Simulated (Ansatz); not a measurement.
Here is the system:

```
CELL_PARAMETERS angstrom
      4.02522     0.00000     0.00000
     -2.01261     3.52828     0.00000
      0.00000     0.00000     6.63675
ATOMIC_POSITIONS crystal
  Cd 0.33348 0.66697 0.00117
  Cd 0.66652 0.33303 0.50117
  S  0.33510 0.67020 0.37583
  S  0.66490 0.32980 0.87583
```

No spin polarisation.

All numbers come from Ansatz (a program for electronic structure), LDA, PAW, cutoff 420 eV, scalar-relativistic without spin-orbit coupling. k-mesh 9×9×5 (Γ-centred); smearing 0.05 eV (Fermi–Dirac).

Predict the gap character, pressure and electron mass.

Gap character: direct at Γ
Pressure (mean of the normal stresses, compression positive): 0.83 GPa
Electron mass: 0.11 mₑ along z, 0.12 mₑ across (at Γ)

The cells carry an imposed strain or load. Masses are band curvatures over ±0.01 Å⁻¹ around the edge. No phonon test of stability was made. The cell was made from CdS in the wurtzite structure (space group P6_3mc, No. 186) by this change: uniaxial strain ε_xx = −1.20 %.
